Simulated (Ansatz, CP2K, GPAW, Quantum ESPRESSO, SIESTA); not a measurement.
Code comparison for Mg₃Zn (Pm-3m, 4 atoms in the cell)

Self-consistent single point.

```
CELL_PARAMETERS angstrom
      4.27552     0.00000     0.00000
      0.00000     4.27552     0.00000
      0.00000     0.00000     4.27552
ATOMIC_POSITIONS crystal
  Mg 0.50000 0.50000 0.00000
  Mg 0.00000 0.50000 0.50000
  Mg 0.50000 0.00000 0.50000
  Zn 0.00000 0.00000 0.00000
```

All programs got the same cell, k-point mesh and kind of occupations (in Ansatz's words: kpoints.mp_grid.grid = 6 6 6; scf.occupations.method = fermi_dirac; scf.occupations.width = 0.05 eV); potentials, basis and cutoffs are each program's usual ones.

```tsv
code	model	pressure (GPa)	k-points	cutoff
Quantum ESPRESSO	LDA (PZ), GBRV 1.5 ultrasoft (LDA) pseudopotentials	-1.69	20	50 Ry
CP2K	LDA (Pade form), GPW, DZVP-MOLOPT-SR-GTH basis, GTH-PADE potentials (GTH_POTENTIALS)	-0.03	112	grid 1000 Ry
SIESTA	LDA PW92, numerical atomic orbitals DZP, PseudoDojo LDA standard norm-conserving potentials (rewritten from UPF to PSML)	-0.24	132	grid 400 Ry
GPAW	LDA (Perdew-Wang 92), GPAW PAW datasets LDA (gpaw-data 1.0.1)	-1.47	20	850 eV
Ansatz	LDA (PW92), PAW files made with PBE	-1.48	20	420 eV
```

The spread over the programs that give each value: pressure within 1.66 GPa.

The starting cell comes from a database of computed structures (which also holds hypothetical and non-ambient phases and stackings), without a prior relaxation at this level.

Q: Why do the programs differ, and what cannot be compared?

A: Differences of this kind can come from the potentials, where these differ, and from what each basis and cutoff leave unconverged. The valence holds different numbers of electrons (Quantum ESPRESSO 50, CP2K 42, SIESTA 50, GPAW 42, Ansatz (a first-principles code) 42). The zero of total energies and Fermi levels follows the potentials and each program's conventions, so they are not compared here. CP2K and SIESTA use small atom-centred bases, whose incompleteness enters pressures, forces and empty levels differently from a plane-wave cutoff. Ansatz's pressure is given at a fixed set of plane waves, as the other plane-wave codes print theirs. The same LDA comes in different parametrisations, which differ slightly. The programs reduce the same mesh by symmetry to different extents, which changes the work and not the result. In the pressure, CP2K (by 1.45) and SIESTA (by 1.24) lie more than 1 GPa from the median of the plane-wave programs.

Left out of this page: ABINIT (with a known weakness of the program); Elk and FLEUR (not drawn, or without a comparable value).

Keys are those of Ansatz 0.2.
